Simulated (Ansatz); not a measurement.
**Response to strain in BAs**

Consider BAs in the zinc blende structure (space group F-43m, No. 216; a = 4.784 Å).

Strains are applied to the cell and any free atomic positions relax.

Level of theory: r2SCAN/PAW in Ansatz (a program for electronic structure), without spin-orbit coupling.

Notes on the quantities. energy relative to the base: free energy F.

| isotropic strain (%) | energy relative to the base (meV/atom) |
|---|---|
| 0 | 0.0 |
| 0.5 | 1.3 |
| 1 | 5.2 |
| 1.5 | 11.6 |
| 2 | 20.4 |
| 2.5 | ? |
| 3 | 44.5 |

Problem. Fit ΔE = Aε² + Bε³ (ε in %) to the rows shown and predict the withheld row.

Solution. Least squares on the printed values gives A = 5.38 and B = -0.15 meV/atom (largest residual 0.0 meV/atom); this predicts 31.4 meV/atom, and the run gives 31.4 meV/atom, in agreement.

Stability against distortions was not tested.
